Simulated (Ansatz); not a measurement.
## A computed series for hypothetical zinc blende BiB: thickness series

Take BiB in the zinc blende structure (space group F-43m, No. 216; a = 5.457 Å; a hypothetical phase, not in the database extracts checked) as the base. Axes: x, y, z lie along the cube axes.

Free-standing slabs (2 atom(s) a layer) normal to [110] with 15 Å of vacuum; in-plane cell held at bulk.

All numbers come from DFT with PBEsol, PAW potentials and a 420 eV plane-wave cutoff in Ansatz (an electronic-structure program), no SOC, earlier PAW set.

Notes on the quantities. excess energy per area of both faces: slab less bulk energy over the cell's area: twice a surface energy; uncertain by up to 0.1 J/m²; layer's space group: with vacuum.

| case | excess energy per area of both faces | thickness between the outermost nuclei | band gap | shortest interatomic distance | layer's space group |
|---|---|---|---|---|---|
| base | – | – | 0.43 eV | 2.363 Å | – |
| 1 layer | – | – | zero | 2.198 Å | Pmm2 (No. 25) |
| 2 layers | 1.54 J/m² | 2.35 Å | 0.48 eV | 2.293 Å | Pmn2_1 (No. 31) |
| 3 layers | 1.88 J/m² | 4.28 Å | zero | 2.308 Å | Pmm2 (No. 25) |
| 4 layers | 1.9 J/m² | 6.25 Å | zero | 2.300 Å | Pmn2_1 (No. 31) |
| 5 layers | 1.9 J/m² | 8.15 Å | zero | 2.294 Å | Pmm2 (No. 25) |
| 6 layers | 1.9 J/m² | 10.08 Å | zero | 2.296 Å | Pmn2_1 (No. 31) |
| 7 layers | 1.9 J/m² | 12.00 Å | zero | 2.295 Å | Pmm2 (No. 25) |

Slab and bulk use different k-meshes, which limits the precision of the excess energy. With Bi present, leaving out spin-orbit coupling can change the band edges. No phonon test of stability was made. All final runs are without spin polarisation. The zero or small gap of BiB can change with the level of theory.
